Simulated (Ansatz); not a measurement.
# What biaxial strain −0.83 %, plane normal [001], relaxed out of plane does to hypothetical P4_2/mnm WTe2

Take WTe₂ (space group P4_2/mnm, No. 136; a = 6.596 Å, c = 3.577 Å; a hypothetical phase, not in the database extracts checked) as the base. Axes: x, y, z lie along a, b, c of the conventional cell.

The change: biaxial strain −0.83 %, plane normal [001], relaxed out of plane (Cartesian); in-plane vectors clamped, the third vector and the atoms free.

The values are results of PBEsol/PAW in Ansatz (a first-principles code), spin-orbit coupling left out, earlier PAW set, not measurements. Settings: 7×7×13 k-points, 0.05 eV Fermi–Dirac smearing.

```csv
quantity,base,changed,shift
volume per atom,25.94 Å³,25.83 Å³,-0.11 Å³
space group,P4_2/mnm (No. 136),P4_2/mnm (No. 136),–
"pressure (mean of the normal stresses, compression positive)",0.0 GPa,0.8 GPa,+0.8 GPa
band gap,zero,zero,–
out-of-plane strain (rough),–,+1.25 %,–
mean in-plane stress (compression positive) (rough),–,+1.2 GPa,–
```

Final structure (turned so that z lies along the plane normal):

```yaml
crystal:
  lattice:
    - [6.54160, 0.00000, 0.00000]
    - [0.00000, 6.54160, 0.00000]
    - [0.00000, 0.00000, 3.62211]
  atoms:
    - { symbol: W, position: [0.50000, 0.50000, 0.50000] }
    - { symbol: W, position: [0.00000, 0.00000, 0.00000] }
    - { symbol: Te, position: [0.78617, 0.78617, 0.50000] }
    - { symbol: Te, position: [0.28617, 0.71383, 0.00000] }
    - { symbol: Te, position: [0.71383, 0.28617, 0.00000] }
    - { symbol: Te, position: [0.21383, 0.21383, 0.50000] }
```

Cost of the whole job for the changed cell (relaxation, final SCF and bands): around 70 core-seconds (rough).

Without a gap, meshes like the base's 7×7×13 leave anisotropic stresses uncertain by several tenths of a GPa, and small strain energies with them. Whether these cells are dynamically stable was not tested. The final runs are not spin-polarised. WTe2 has a high density of states at the Fermi level and may be magnetic at this level.
